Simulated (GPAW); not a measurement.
Input and output of a self-consistent single point for Al2Cu (P1, 3 atoms in the cell) (GPAW).

Computed with LDA (Perdew-Wang 92), GPAW PAW datasets LDA (gpaw-data 1.0.1) (plane waves; GPAW).

The change in words: lattice scaled by 0.98. Reference geometry:
```
Al2Cu
1.0
    4.10518     0.00000     0.00000
    0.00000     4.10518     0.00000
    0.00000     0.00000     2.89131
Al Cu
2 1
Direct
  0.51385   0.00099   0.48325
  0.97680   0.52051   0.50282
  0.00935   0.97850   0.01393
```

Reference input (self-consistent single point, DFT LDA (Perdew-Wang 92), plane waves, GPAW PAW datasets LDA (gpaw-data 1.0.1)): mode = pw; ecut = 800 eV; xc = LDA; kpts = 7 7 10; mesh shift (steps) = 0 0 0; occupations.name = methfessel-paxton; occupations.width = 0.1 eV; occupations.order = 0; nbands = -7; convergence.density = 1e-05 e/electron; convergence.energy = 1e-05 eV/electron; symmetry.symmorphic = false. This run's input differs from it in these lines:

```diff
@@ -5,5 +5,5 @@
 atoms = Atoms(['Al', 'Al', 'Cu'],
-              cell=[[4.105180, 0.000000, 0.000000],
-                    [0.000000, 4.105180, 0.000000],
-                    [0.000000, 0.000000, 2.891310]],
+              cell=[[4.023076, 0.000000, 0.000000],
+                    [0.000000, 4.023076, 0.000000],
+                    [0.000000, 0.000000, 2.833484]],
               scaled_positions=[[0.513855, 0.000990, 0.483249],
```

The program printed (abridged):

```
     iter     time        total  log10-change:
                         energy   eigst   dens
iter:   1 --:--:--   -15.516611
iter:   2 --:--:--   -14.243911   -1.35  -0.99
iter:   3 --:--:--   -13.194801   -0.50  -1.05
iter:   4 --:--:--   -13.178669   -1.49  -1.22
iter:   5 --:--:--   -13.105993   -1.69  -1.37
   [... 3 lines left out ...]
iter:   9 --:--:--   -13.033405   -3.52  -2.63
iter:  10 --:--:--   -13.032925   -4.55  -2.63
iter:  11 --:--:--   -13.032742   -4.14  -2.71
iter:  12 --:--:--   -13.032727   -5.76  -2.83
iter:  13 --:--:--   -13.032655c  -4.80  -2.86
iter:  14 --:--:--   -13.032635c  -6.71  -3.31
iter:  15 --:--:--   -13.032605c  -4.81  -3.39
iter:  16 --:--:--   -13.032597c  -6.69  -3.68
iter:  17 --:--:--   -13.032592c  -5.66  -3.74
iter:  18 --:--:--   -13.032589c  -6.30  -3.93
iter:  19 --:--:--   -13.032589c  -7.84c -4.08
iter:  20 --:--:--   -13.032589c  -6.87  -4.16
iter:  21 --:--:--   -13.032589c  -8.79c -4.48
iter:  22 --:--:--   -13.032589c  -9.24c -4.54
iter:  23 --:--:--   -13.032589c  -7.96c -4.58
iter:  24 --:--:--   -13.032589c  -9.23c -4.77
iter:  25 --:--:--   -13.032589c  -8.15c -4.88
iter:  26 --:--:--   -13.032589c  -9.77c -5.10c
Converged after 26 iterations.

Dipole moment: (0.685451, 1.598305, -0.613484) |e|*Ang

Energy contributions relative to reference atoms: (reference = -58107.939662)

Kinetic:         -0.582190
Potential:       +2.528446
External:        +0.000000
XC:             -15.042237
Entropy (-ST):   -0.005638
Local:           +0.066211
SIC:             +0.000000
--------------------------
Free energy:    -13.035408
Extrapolated:   -13.032589

Showing only first 2 kpts
 Kpt  Band  Eigenvalues  Occupancy
  0     6      4.56098    2.00000
  0     7      4.60748    2.00000
  0     8      7.09130    0.08309
  0     9      7.85144    0.00000

  1     6      4.88193    2.00000
  1     7      4.92124    2.00000
  1     8      7.19769    0.00121
  1     9      7.96442    0.00000

Fermi level: 6.96876

No gap
No difference between direct/indirect transitions
Energy (eV): -13.032589

Forces in eV/Ang:
  0 Al   -0.54385    0.25122    0.28594
  1 Al    0.34742   -1.54580    0.11886
  2 Cu    0.19640    1.29437   -0.40480

Stress tensor:
    -0.011833     0.002431     0.000816
     0.002431    -0.020758     0.003009
     0.000816     0.003009    -0.014348
Stress (GPa, Voigt): [-1.8959 -3.3258 -2.2987  0.4821  0.1308  0.3896]
```

The run converged in 26 iterations. GPAW prints stress with tension positive. Against the reference run the free energy drops by 2.2 meV/atom, the pressure goes from -3.36 to 2.51 GPa and the largest force goes from 1.268 to 1.589 eV/Å.

The starting cell comes from a database of computed structures (which also holds hypothetical and non-ambient phases and stackings), without a prior relaxation at this level. Its atoms were displaced at random from the sites of space group no. 123. For this run, on top of that: lattice scaled by 0.98. Spin polarisation is off. Forces in this geometry exceed 1 eV/Å.

Cost on one core of a shared machine: roughly 9 min.
